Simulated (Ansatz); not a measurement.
Defect migration in monoclinic HfO2: Al-vacancy pair (Al on one host Hf site, one O site vacant), charge state +1. These are PBE, PAW (plane waves to 420 eV; Ansatz, an electronic-structure program) values and carry that method's errors.

Settings: 96 host sites, the relaxed PBE lattice, the Γ point alone, smearing 0.01 eV, spin-restricted, no image-charge correction. Static, classical nuclei. Spin-orbit coupling is left out. The charge state is imposed; whether it is stable for some Fermi level was not computed. Forms of the defect that were not tried may lie lower.

Barriers: single points on a 2×2×2 k-point mesh shifted by half a step at the bands' geometries.

The step: a nearby O atom hops onto the vacant site (Al-vacancy distance between ideal sites 2.05 → 4.45 Å). Atoms about the jump, Cartesian Å from the middle of the jump, before and after:

```json
[
 {"atom": "O1", "x0": "-0.30", "y0": "-1.26", "z0": "-0.50", "x1": "0.30", "y1": "1.26", "z1": "0.50"},
 {"atom": "Hf2", "x0": "-1.73", "y0": "0.00", "z0": "0.24", "x1": "-1.54", "y1": "0.33", "z1": "0.37"},
 {"atom": "O3", "x0": "-0.74", "y0": "-0.49", "z0": "2.03", "x1": "-0.63", "y1": "-0.74", "z1": "1.91"},
 {"atom": "Hf4", "x0": "1.01", "y0": "0.45", "z0": "2.65", "x1": "0.98", "y1": "0.55", "z1": "2.44"},
 {"atom": "O5", "x0": "2.01", "y0": "-1.06", "z0": "1.29", "x1": "2.09", "y1": "-1.12", "z1": "1.24"},
 {"atom": "Hf6", "x0": "1.39", "y0": "-2.49", "z0": "-0.15", "x1": "1.63", "y1": "-2.63", "z1": "-0.11"},
 {"atom": "O7", "x0": "2.50", "y0": "-0.86", "z0": "-1.35", "x1": "2.50", "y1": "-0.95", "z1": "-1.35"},
 {"atom": "O8", "x0": "0.63", "y0": "1.99", "z0": "-1.81", "x1": "0.64", "y1": "2.10", "z1": "-2.05"},
 {"atom": "O9", "x0": "2.36", "y0": "1.51", "z0": "1.58", "x1": "2.68", "y1": "1.43", "z1": "1.71"},
 {"atom": "O10", "x0": "0.15", "y0": "-0.57", "z0": "-3.12", "x1": "0.13", "y1": "-0.60", "z1": "-3.04"},
 {"atom": "O11", "x0": "-2.70", "y0": "-0.98", "z0": "-1.39", "x1": "-2.24", "y1": "-0.93", "z1": "-1.26"},
 {"atom": "O12", "x0": "-2.16", "y0": "1.56", "z0": "-1.11", "x1": "-2.21", "y1": "1.66", "z1": "-1.15"},
 {"atom": "Hf13", "x0": "1.83", "y0": "0.60", "z0": "-2.73", "x1": "1.82", "y1": "0.58", "z1": "-2.73"},
 {"atom": "Hf14", "x0": "3.57", "y0": "0.17", "z0": "0.30", "x1": "3.62", "y1": "0.16", "z1": "0.30"},
 {"atom": "O15", "x0": "2.95", "y0": "1.76", "z0": "-1.03", "x1": "2.88", "y1": "1.67", "z1": "-1.02"},
 {"atom": "Al16", "x0": "1.50", "y0": "3.10", "z0": "-0.51", "x1": "1.28", "y1": "2.81", "z1": "-0.37"},
 {"atom": "Hf17", "x0": "-1.07", "y0": "-2.04", "z0": "-2.38", "x1": "-1.10", "y1": "-2.15", "z1": "-2.50"},
 {"atom": "O18", "x0": "-2.61", "y0": "1.62", "z0": "1.48", "x1": "-2.60", "y1": "1.66", "z1": "1.50"},
 {"atom": "O19", "x0": "0.63", "y0": "-3.16", "z0": "-2.05", "x1": "0.63", "y1": "-3.07", "z1": "-1.91"},
 {"atom": "O20", "x0": "-0.25", "y0": "1.99", "z0": "3.18", "x1": "-0.28", "y1": "1.96", "z1": "3.23"},
 {"atom": "O21", "x0": "-3.15", "y0": "-1.05", "z0": "1.24", "x1": "-3.10", "y1": "-0.98", "z1": "1.26"},
 {"atom": "O22", "x0": "0.18", "y0": "-3.96", "z0": "0.58", "x1": "0.19", "y1": "-3.88", "z1": "0.61"},
 {"atom": "O23", "x0": "-0.22", "y0": "3.82", "z0": "-0.44", "x1": "-0.27", "y1": "3.86", "z1": "-0.48"}
]
```

**Question.** Give the saddle-point geometry and the barrier.

**Answer.** 
```json
[
 {"atom": "O1", "x": "0.25", "y": "-0.01", "z": "0.05"},
 {"atom": "Hf2", "x": "-1.65", "y": "0.16", "z": "0.31"},
 {"atom": "O3", "x": "-0.88", "y": "-0.56", "z": "2.24"},
 {"atom": "Hf4", "x": "0.94", "y": "0.40", "z": "2.47"},
 {"atom": "O5", "x": "2.15", "y": "-1.15", "z": "1.34"},
 {"atom": "Hf6", "x": "1.56", "y": "-2.50", "z": "-0.11"},
 {"atom": "O7", "x": "2.55", "y": "-0.88", "z": "-1.35"},
 {"atom": "O8", "x": "0.69", "y": "2.16", "z": "-2.00"},
 {"atom": "O9", "x": "2.47", "y": "1.47", "z": "1.59"},
 {"atom": "O10", "x": "0.09", "y": "-0.54", "z": "-3.03"},
 {"atom": "O11", "x": "-2.43", "y": "-0.97", "z": "-1.32"},
 {"atom": "O12", "x": "-2.19", "y": "1.63", "z": "-1.14"},
 {"atom": "Hf13", "x": "1.79", "y": "0.60", "z": "-2.69"},
 {"atom": "Hf14", "x": "3.60", "y": "0.20", "z": "0.31"},
 {"atom": "O15", "x": "2.92", "y": "1.76", "z": "-1.04"},
 {"atom": "Al16", "x": "1.49", "y": "3.11", "z": "-0.55"},
 {"atom": "Hf17", "x": "-1.13", "y": "-2.12", "z": "-2.50"},
 {"atom": "O18", "x": "-2.59", "y": "1.66", "z": "1.48"},
 {"atom": "O19", "x": "0.63", "y": "-3.03", "z": "-1.97"},
 {"atom": "O20", "x": "-0.22", "y": "1.99", "z": "3.11"},
 {"atom": "O21", "x": "-3.15", "y": "-1.06", "z": "1.26"},
 {"atom": "O22", "x": "0.16", "y": "-3.83", "z": "0.59"},
 {"atom": "O23", "x": "-0.23", "y": "3.84", "z": "-0.45"}
]
```
It lies 1.54 eV above the start and 0.73 eV above the end. The program found a first-order saddle point.
